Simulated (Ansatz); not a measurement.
We consider Ca(OH)₂ (P-3m1, No. 164), described by rVV10 in Ansatz (PAW).

Run with plane-wave cutoff 520 eV, 12×12×8 k mesh (along the axes of the cell as run), Fermi–Dirac smearing 0.01 eV, scalar-relativistic PAW data made under PBE.

A third-order Birch–Murnaghan fit to the energies gives V0 = 10.774 Å³/atom, B0 = 37.5 GPa, B′ = 7.8.

| V (Å³/atom) | P (GPa) |
|---|---|
| 10.343 | [?] |
| 10.559 | [?] |
| 10.774 | 0.000 |
| 10.990 | [?] |
| 11.205 | [?] |

Task: Estimate the withheld pressures from this fit; the answers are the runs' own values.

Result: 
- 10.343, P (GPa): 1.790
- 10.559, P (GPa): 0.826
- 10.990, P (GPa): -0.684
- 11.205, P (GPa): -1.254

The formula P = (3/2) B0 (x^(7/3) − x^(5/3)) [1 + (3/4)(B′ − 4)(x^(2/3) − 1)] with x = V0/V meets the computed pressures within 0.01 GPa when these rounded values are put in.

Shape and atoms are relaxed at each volume.

Note: the relaxation could not lower the start's symmetry, so the cell can be a saddle point above a distorted one; the bulk modulus comes from volumes at which shape and atoms were relaxed.

Static lattice: no zero-point or thermal effects.

It cost about 4 core-minutes (a rough figure) of CPU time.

Ansatz is a first-principles code.
